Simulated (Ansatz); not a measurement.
## Tl, element substitutions

The parent structure is Tl in the hcp (Mg type) structure (space group P6_3/mmc, No. 194; a = 3.4587 Å, c = 5.5234 Å).

Each row replaces one element on all its sites; cell and atoms are relaxed.

The values are results of PBEsol (Ansatz, a quantum-chemistry and plane-wave program), no spin-orbit coupling, earlier PAW set, not measurements.

Candidates:
(a) Tl → Fe
(b) Tl → Y
(c) Tl → Sc

For the base:

```
Property               Value
-------------------  -------
Lattice parameter a  3.459 Å
```

### Question
Order them by lattice parameter a, highest first.

### Answer
(b) Tl → Y (3.600 Å), (c) Tl → Sc (3.277 Å), (a) Tl → Fe (2.429 Å)

Whether these cells are dynamically stable was not tested. For Fe in this form, whether it has been made was not checked. Seeded moments were not kept for Tl → Fe. All final runs are without spin polarisation. This is not the structure that Fe has at room temperature and ambient pressure.
